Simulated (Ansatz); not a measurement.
## Bulk modulus B0 of A15 Nb3Sn (cubic form, which distorts at low temperature): levels of theory against measurement

Reference value: 165 GPa (measured, 4 K, zero-point motion not removed; as tabulated in Lu and Klein (1997), arXiv:cond-mat/9704251).

```tsv
level (code)	value (GPa)	cell (Å³/atom)
LDA (Ansatz)	(withheld)	17.79
PBE (Ansatz)	(withheld)	18.81
PBEsol+SOC (Ansatz)	176	18.17
RPBE (Ansatz)	154	19.15
PBE-D3(BJ) (Ansatz)	175	18.14
PBE-D4 (Ansatz)	169	18.44
r²SCAN (Ansatz)	170	18.66
r²SCAN-D4 (Ansatz)	(withheld)	18.55
HSE06 (Ansatz)	177	18.43
```

### Question
Some entries are withheld; supply them.

### Answer

- LDA (Ansatz, a quantum-chemistry and plane-wave program), value (GPa): 185
- PBE (Ansatz), value (GPa): 162
- r²SCAN-D4 (Ansatz), value (GPa): 172

Differences against the reference: LDA +12.1 %, PBE -1.8 %, PBEsol+SOC +6.7 %, RPBE -6.7 %, PBE-D3(BJ) +6.1 %, PBE-D4 +2.4 %, r²SCAN +3.0 %, r²SCAN-D4 +4.2 %, HSE06 +7.3 %.

Once the reference is moved by up to 5.3 % (a margin picked here for doubts on the reference and the settings, and for temperature and zero-point motion) and values within 1.7 % count as equal, the nearest can be PBE (-1.8 %), PBE-D4 (+2.4 %), r²SCAN (+3.0 %), r²SCAN-D4 (+4.2 %), PBE-D3(BJ) (+6.1 %), PBEsol+SOC (+6.7 %), RPBE (-6.7 %) or HSE06 (+7.3 %).

The reference isn't brought to a static lattice, while the calculations are for one, so the differences are not the levels' errors alone.  LDA, PBE, PBEsol+SOC, RPBE, PBE-D3(BJ), PBE-D4, r²SCAN, r²SCAN-D4, HSE06: symmetry holds this phase in the static calculation, where it need not be a minimum. HSE06: the run has no spin polarisation, so it can have missed a magnetic state. Each level is taken at its own relaxed cell. Cutoffs and k meshes differ between the levels. Ansatz's density-functional and Hartree–Fock values are scalar-relativistic unless marked +SOC, with PAW data made under PBE.

Differences are worked out from the printed values.
